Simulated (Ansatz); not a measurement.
**A computed series for TiSi2: point defects**

Consider a 12-atom supercell of TiSi2 (space group Cmcm, No. 63) at its relaxed geometry.

```
CELL_PARAMETERS angstrom
      1.77307    -6.78170     0.00000
      3.54614     0.00000    -3.57984
      3.54614     0.00000     3.57984
ATOMIC_POSITIONS crystal
  Si 0.88165 0.65459 0.40459
  Si 0.88165 0.15459 0.90459
  Si 0.11835 0.34541 0.59541
  Si 0.11835 0.84541 0.09541
  Si 0.50056 0.99986 0.74986
  Si 0.50056 0.49986 0.24986
  Si 0.49944 0.00014 0.25014
  Si 0.49944 0.50014 0.75014
  Ti 0.20637 0.82341 0.57341
  Ti 0.20637 0.32341 0.07341
  Ti 0.79363 0.17659 0.42659
  Ti 0.79363 0.67659 0.92659
```

One neutral defect a cell, atoms relaxed at fixed cell.

Method: Kohn–Sham DFT with the PBE functional, run in Ansatz (a first-principles code) with PAW and 420 eV plane waves, no spin-orbit coupling.

```json
[
 {"change": "perfect supercell", "largest displacement of a host atom from its site in the perfect cell": "–", "pressure": "0.0 GPa"},
 {"change": "Ti interstitial (started 1.72 Å from the nearest host atom)", "largest displacement of a host atom from its site in the perfect cell": "0.52 Å", "pressure": "25.7 GPa"},
 {"change": "H interstitial (started 1.80 Å from the nearest host atom)", "largest displacement of a host atom from its site in the perfect cell": "0.10 Å", "pressure": "1.9 GPa"},
 {"change": "Ti vacancy, symmetric start", "largest displacement of a host atom from its site in the perfect cell": "0.15 Å", "pressure": "-2.4 GPa"},
 {"change": "Si on a Ti site (antisite)", "largest displacement of a host atom from its site in the perfect cell": "1.39 Å", "pressure": "2.3 GPa"},
 {"change": "Hf on a Ti site, symmetric start", "largest displacement of a host atom from its site in the perfect cell": "0.07 Å", "pressure": "5.1 GPa"}
]
```

In so small a cell the defect repeats every few ångströms: this is an ordered compound, not a dilute defect. Defects with a symmetric start kept the site's symmetry and may sit on a saddle; the others started slightly shaken. The final runs are not spin-polarised.
